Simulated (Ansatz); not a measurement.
```yaml
crystal:
  lattice:
    - [11.00000, 0.00000, 0.00000]
    - [0.00000, 11.00000, 0.00000]
    - [0.00000, 0.00000, 7.15846]
  atoms:
    - { symbol: Cs, position: [0.50000, 0.50000, 0.00000] }
    - { symbol: I, position: [0.50000, 0.50000, 0.50000] }
```

Method: PBE (plane waves to 420 eV, PAW; Ansatz, a first-principles code). Mesh 1×1×44. No spin polarisation. Isolated but for its images some 11 Å away. A hypothetical model. It keeps the symmetry and period of its start, so it need not be a minimum against all distortions. Pairing along the axis, which can open a gap, is among the distortions not tried. Values not marked SOC lack spin–orbit coupling.

Q: Tabulate the two highest filled and two lowest empty levels along the axis, from the valence top.

A: 
```json
[
 {"k (2π/c)": "0.000", "v2 (eV)": "-0.05", "v1 (eV)": "0.00", "c1 (eV)": "3.62", "c2 (eV)": "–"},
 {"k (2π/c)": "0.042", "v2 (eV)": "-0.06", "v1 (eV)": "-0.01", "c1 (eV)": "3.63", "c2 (eV)": "–"},
 {"k (2π/c)": "0.083", "v2 (eV)": "-0.06", "v1 (eV)": "-0.05", "c1 (eV)": "3.65", "c2 (eV)": "–"},
 {"k (2π/c)": "0.125", "v2 (eV)": "-0.06", "v1 (eV)": "-0.06", "c1 (eV)": "3.68", "c2 (eV)": "–"},
 {"k (2π/c)": "0.167", "v2 (eV)": "-0.07", "v1 (eV)": "-0.07", "c1 (eV)": "3.72", "c2 (eV)": "–"},
 {"k (2π/c)": "0.208", "v2 (eV)": "-0.08", "v1 (eV)": "-0.08", "c1 (eV)": "3.76", "c2 (eV)": "–"},
 {"k (2π/c)": "0.250", "v2 (eV)": "-0.08", "v1 (eV)": "-0.08", "c1 (eV)": "3.82", "c2 (eV)": "–"},
 {"k (2π/c)": "0.292", "v2 (eV)": "-0.09", "v1 (eV)": "-0.09", "c1 (eV)": "3.87", "c2 (eV)": "–"},
 {"k (2π/c)": "0.333", "v2 (eV)": "-0.10", "v1 (eV)": "-0.10", "c1 (eV)": "3.93", "c2 (eV)": "–"},
 {"k (2π/c)": "0.375", "v2 (eV)": "-0.10", "v1 (eV)": "-0.10", "c1 (eV)": "–", "c2 (eV)": "–"},
 {"k (2π/c)": "0.417", "v2 (eV)": "-0.11", "v1 (eV)": "-0.11", "c1 (eV)": "–", "c2 (eV)": "–"},
 {"k (2π/c)": "0.458", "v2 (eV)": "-0.11", "v1 (eV)": "-0.11", "c1 (eV)": "–", "c2 (eV)": "–"},
 {"k (2π/c)": "0.500", "v2 (eV)": "-0.11", "v1 (eV)": "-0.11", "c1 (eV)": "–", "c2 (eV)": "–"}
]
```
A dash stands for levels within 1 eV of the vacuum level or above it.
